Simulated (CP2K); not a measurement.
Band structure of V2NiS4 (C2/m, 7 atoms in the cell).

```xyz
7
Lattice="6.2705 0.0000 0.0000 5.4403 3.1181 0.0000 -2.4714 -0.6580 5.2431" Properties=species:S:1:pos:R:3 pbc="T T T"
V      2.2561     0.6007     1.6282
V      6.9833     1.8594     3.6148
Ni     0.0000     0.0000     0.0000
S      9.0775     2.4170     2.8957
S      0.1619     0.0431     2.3474
S      5.0394     1.3418     5.1459
S      4.2001     1.1183     0.0972
```

Method: PBEsol, GPW, DZVP-MOLOPT-SR-GTH basis, GTH-PBE potentials (GTH_POTENTIALS) in CP2K 2026.2.

Settings: CUTOFF = 600 Ry; REL_CUTOFF = 40 Ry; SMEAR/METHOD = GAUSSIAN; SIGMA = 0.05 eV; KPOINTS/SCHEME = MONKHORST-PACK 5 5 3; XC_FUNCTIONAL = PBE:PBESOL; V/BASIS_SET = DZVP-MOLOPT-SR-GTH-q13; V/POTENTIAL = GTH-PBE-q13; Ni/BASIS_SET = DZVP-MOLOPT-SR-GTH-q18; Ni/POTENTIAL = GTH-PBE-q18; S/BASIS_SET = DZVP-MOLOPT-SR-GTH-q6; S/POTENTIAL = GTH-PBE-q6; METHOD = GPW; EPS_DEFAULT = 1e-10.

The starting cell comes from a database of computed structures (which also holds hypothetical and non-ambient phases and stackings), without a prior relaxation at this level. Its lattice was rescaled by a random factor within 2.5 % of one. Spin polarisation is off, so a magnetic state, if there is one, cannot be reached. Values carry the incompleteness of an atom-centred basis. The potentials were made for another functional than the one used.

Levels in eV from the Fermi level, bands 31 to 36:
```json
[
 {"point": "X", "31": "-1.44", "32": "-1.14", "33": "-0.66", "34": "-0.63", "35": "0.08", "36": "1.14"},
 {"point": "Γ", "31": "-0.79", "32": "-0.74", "33": "-0.70", "34": "-0.68", "35": "0.17", "36": "0.25"}
]
```

Bands cross the Fermi level along this path, so the cell is metallic at this level.

Higher empty bands are left out: an atom-centred basis made for the valence describes them poorly.
